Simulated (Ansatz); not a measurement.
Worked example: relaxation of cell and atoms of GaPt (P2_13, 8 atoms in the cell) in Ansatz (a first-principles code).

Level of theory: PBEsol, PAW files made with PBE (plane waves; Ansatz).

```
CELL_PARAMETERS angstrom
      4.89923     0.00000     0.00000
      0.00000     4.89923     0.00000
      0.00000     0.00000     4.89923
ATOMIC_POSITIONS crystal
  Ga 0.09298 0.09298 0.09298
  Ga 0.40702 0.90702 0.59298
  Ga 0.59298 0.40702 0.90702
  Ga 0.90702 0.59298 0.40702
  Pt 0.39943 0.39943 0.39943
  Pt 0.10057 0.60057 0.89943
  Pt 0.89943 0.10057 0.60057
  Pt 0.60057 0.89943 0.10057
```

Reference input (self-consistent single point, DFT, PBEsol, plane waves, PAW files made with PBE): kpoints.mp_grid.grid = 5 5 5; hamiltonian.xc = pbesol; hamiltonian.pseudopotentials = {kind: paw} (an earlier, softer set of the program's PAW files); scf.occupations.method = gaussian; scf.occupations.width = 0.2 eV. This run's input differs from it in these lines:

```diff
@@ -21,2 +21,4 @@
   occupations: { method: gaussian, width: 0.2 }
+relax:
+  cell: {}
 output:
```

Log, with long lists cut:

```
   [... SCF lines of the steps left out ...]
relax step   1: F+E_penalty+E_count = -64519.70277809 eV  Δ(F+E_penalty+E_count) = +0.000e0 eV  max|allowed force component| = 2.168e-2 eV/Å  Δτ_max = 0.0000 Å  P = +0.422 GPa  Ω = 117.593 Å³  (9 SCF iters, dr2 threshold 1.00e-7 eV, accepted)
relax step   2: F+E_penalty+E_count = -64519.70336657 eV  Δ(F+E_penalty+E_count) = -5.885e-4 eV  max|allowed force component| = 1.544e-2 eV/Å  Δτ_max = 0.0040 Å  P = -0.291 GPa  Ω = 118.025 Å³  energy of the carried Pulay correction = -1.890e-4 eV  [...]
   [... lines left out ...]
relax step   4: F+E_penalty+E_count = -64519.70390087 eV  Δ(F+E_penalty+E_count) = -1.935e-4 eV  max|allowed force component| = 2.039e-3 eV/Å  Δτ_max = 0.0041 Å  P = +0.005 GPa  Ω = 117.876 Å³  energy of the carried Pulay correction = -1.235e-4 eV  [...]
relax step   5: F+E_penalty+E_count = -64519.70401849 eV  Δ(F+E_penalty+E_count) = -1.176e-4 eV  max|allowed force component| = 2.037e-3 eV/Å  Δτ_max = 0.0000 Å  P = +0.004 GPa  Ω = 117.876 Å³  stress off target by 4.01e-3 GPa  SCF on the basis [...]
basis re-selected at this cell: Δ(F+E_penalty+E_count) = -1.176e-4 eV, ΔP = -0.001 GPa vs the last step
the relaxation is at rest under the 12 symmetry operations that the run kept from its start: a minimum is not shown …
Stability not checked: this state was not tested for a lower state beside it, because too few of the mixer's solves of this state at the end of the SCF gave a …
Free energy (F): -64519.704018 eV
Internal energy: -64519.667413 eV  (E = F + TS)
   [... lines left out ...]
Fermi energy:    18.544800 eV
  cell:  # Å, volume = 117.8756 Å³
   [... lines left out ...]
    - { symbol: Pt, position: [0.39826409372930316, 0.39826409372930316, 0.39826409372930316] }
    - { symbol: Pt, position: [0.10173590627069684, 0.6017359062706966, 0.8982640937293032] }
    - { symbol: Pt, position: [0.8982640937293032, 0.10173590627069684, 0.6017359062706966] }
    - { symbol: Pt, position: [0.6017359062706966, 0.8982640937293032, 0.10173590627069684] }
```

The run converged. 

Summary of the result:
| Property | Value |
|---|---|
| Free energy E − TS (on the zero of these files) | -64519.7040 eV |
| Fermi level (on the code's own zero) | 18.54 eV |
| Pressure | 0.00 GPa |
| Largest force (vector length) | 0.004 eV/Å |
| Final cell | a = b = c = 4.9031 Å, α = β = γ = 90.00° |
| Final volume per atom | 14.73 Å³ |
| Relaxation steps | 5 |

The starting cell comes from a database of computed structures (which also holds hypothetical and non-ambient phases and stackings), without a prior relaxation at this level. Its lattice was rescaled by a random factor within 2.5 % of one. Spin polarisation is off. The relaxation keeps the symmetry of its start, so its end need not be a minimum. Ansatz's pressure includes its estimate of the finite-basis (Pulay) stress.

Cost on one core of a shared machine: roughly 60 s.

Keys are those of Ansatz 0.2.
